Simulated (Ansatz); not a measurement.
The parent structure is CdTe in the zinc blende structure (space group F-43m, No. 216; a = 6.5576 Å). Axes: x, y, z lie along the cube axes.

Structures relaxed with r2SCAN (Ansatz, an electronic-structure program; PAW; 500 eV plane waves; without spin-orbit coupling).

Base:

Simulated powder pattern, Cu Kα1, λ = 1.54056 Å (kinematic, ideal powder, no thermal factors, no anomalous dispersion; the 10 strongest lines at most, above 2 %, up to 2θ = 90°):

```tsv
2θ (°)	I/Imax (%)	hkl
23.48	100	(111)
38.81	80	(220)
45.86	49	(311)
56.05	13	(400)
61.60	20	(331)
70.26	27	(422)
75.23	15	(511)
83.28	8.4	(440)
88.04	15	(531)
```

After one change:

Simulated powder pattern, Cu Kα1, λ = 1.54056 Å (kinematic, ideal powder, no thermal factors, no anomalous dispersion; the 10 strongest lines at most, above 2 %, up to 2θ = 90°):

```json
[
 {"2θ (°)": "23.30", "I/Imax (%)": "94"},
 {"2θ (°)": "23.66", "I/Imax (%)": "95"},
 {"2θ (°)": "38.36", "I/Imax (%)": "26"},
 {"2θ (°)": "38.81", "I/Imax (%)": "100"},
 {"2θ (°)": "39.27", "I/Imax (%)": "24"},
 {"2θ (°)": "45.57", "I/Imax (%)": "32"},
 {"2θ (°)": "45.76", "I/Imax (%)": "17"},
 {"2θ (°)": "46.16", "I/Imax (%)": "29"},
 {"2θ (°)": "56.06", "I/Imax (%)": "25"},
 {"2θ (°)": "69.67", "I/Imax (%)": "17"}
]
```

**Question.** What was done to the base?
A) uniaxial stress, 0.5 GPa compression along x
B) isotropic strain −1.14 %
C) tensor shear ε_xz = −1.12 %
D) biaxial strain −4.30 %, plane normal [001], relaxed out of plane

**Answer.** C, tensor shear ε_xz = −1.12 %. Its volume per atom is 35.24 Å³ against 35.25 Å³, and its space group is Imm2 (No. 44).

Beyond what the load breaks, stability against distortions was not tested.
